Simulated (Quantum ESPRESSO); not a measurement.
A self-consistent single point of Sr4RuN4 (P-1, 18 atoms in the cell) with Quantum ESPRESSO.

Computed with PBEsol, GBRV 1.5 ultrasoft (PBESOL) pseudopotentials (plane waves; Quantum ESPRESSO).

```
Sr4RuN4
1.0
    6.39046     0.00000     0.00000
    2.23700     6.07364     0.00000
    1.45375     2.55355     8.52972
Sr Ru N
8 2 8
Cartesian
  6.48884   3.84631   1.24304
  3.59237   4.78088   7.28668
  6.49427   3.67433   8.26641
  3.58694   4.95286   0.26331
  6.62056   4.47607   4.81204
  3.46065   4.15112   3.71768
  4.42463   7.38328   5.30139
  5.65658   1.24391   3.22833
  7.59377   7.11171   6.45145
  2.48744   1.51548   2.07827
  8.71108   5.78915   5.28706
  1.37013   2.83804   3.24266
  9.25036   7.27746   7.60544
  0.83085   1.34973   0.92428
  6.09924   5.93245   6.88459
  3.98197   2.69474   1.64513
  5.34688   6.01714   2.83681
  4.73433   2.61005   5.69291
```

Reference input (self-consistent single point, DFT, PBEsol, plane waves, GBRV 1.5 ultrasoft (PBESOL) pseudopotentials): ecutwfc = 40 Ry; ecutrho = 320 Ry; occupations = smearing; smearing = methfessel-paxton; degauss = 0.0036749 Ry; potentials = {Sr: sr_pbesol_v1.uspp.F.UPF, Ru: ru_pbesol_v1.2.uspp.F.UPF, N: n_pbesol_v1.2.uspp.F.UPF}; K_POINTS = automatic 3 3 2 1 1 1; conv_thr = 1e-10 Ry. This run's input differs from it in these lines:

```diff
@@ -12,4 +12,4 @@
  ntyp = 3
- ecutwfc = 40
- ecutrho = 320
+ ecutwfc = 36
+ ecutrho = 288
  occupations = 'smearing'
```

Output (repeated stretches shortened):

```
     Self-consistent Calculation

     iteration #  1     ecut=    36.00 Ry     beta= 0.70

     negative rho (up, down):  6.613E-01 0.000E+00

     total energy              =   -1106.02345068 Ry
     estimated scf accuracy    <       8.00011911 Ry

     iteration #  2     ecut=    36.00 Ry     beta= 0.70

     negative rho (up, down):  6.632E-01 0.000E+00

     total energy              =   -1104.45762968 Ry
     estimated scf accuracy    <      37.17072433 Ry

     iteration #  3     ecut=    36.00 Ry     beta= 0.70

     negative rho (up, down):  6.673E-01 0.000E+00

     total energy              =   -1109.77362949 Ry
     estimated scf accuracy    <       4.66689163 Ry

   [... 16 blocks of this kind left out ...]

     iteration # 20     ecut=    36.00 Ry     beta= 0.70

     negative rho (up, down):  6.797E-01 0.000E+00

     total energy              =   -1110.38794773 Ry
     estimated scf accuracy    <          1.7E-10 Ry

     iteration # 21     ecut=    36.00 Ry     beta= 0.70

     negative rho (up, down):  6.797E-01 0.000E+00
     End of self-consistent calculation

     the Fermi energy is    10.7704 ev

!    total energy              =   -1110.38794773 Ry
     estimated scf accuracy    <          1.1E-11 Ry
     smearing contrib. (-TS)   =       0.00018646 Ry
     internal energy E=F+TS    =   -1110.38813420 Ry

     convergence has been achieved in  21 iterations

     negative rho (up, down):  6.797E-01 0.000E+00

     Forces acting on atoms (cartesian axes, Ry/au):

     atom    1 type  1   force =     0.00017681   -0.00396906    0.00014001
     atom    2 type  1   force =    -0.00017681    0.00396906   -0.00014001
     atom    3 type  1   force =     0.00194372    0.00166555    0.00181723
     atom    4 type  1   force =    -0.00194372   -0.00166555   -0.00181723
     atom    5 type  1   force =     0.00252896    0.00164749    0.00044434
   [... lines left out ...]
     Total force =     0.049223     Total SCF correction =     0.000008
   [... lines left out ...]

     negative rho (up, down):  6.797E-01 0.000E+00
          total   stress  (Ry/bohr**3)                   (kbar)     P=      -48.21
  -0.00033853   0.00000909  -0.00000900          -49.80        1.34       -1.32
   0.00000909  -0.00034164   0.00000878            1.34      -50.26        1.29
  -0.00000900   0.00000878  -0.00030296           -1.32        1.29      -44.57

   JOB DONE.
```

The run converged in 21 iterations. Against the reference run the free energy rises by 3.6 meV/atom, the pressure goes from -4.49 to -4.82 GPa, the largest force moves little (0.597 to 0.589 eV/Å) and the gap on the mesh stays at 0.084 eV.

The starting cell comes from a database of computed structures (which also holds hypothetical and non-ambient phases and stackings), without a prior relaxation at this level. Spin polarisation is off. The shifted mesh does not hold Γ, so a gap read on it misses any band edge there.

Cost on one core of a shared machine: roughly 7 min.
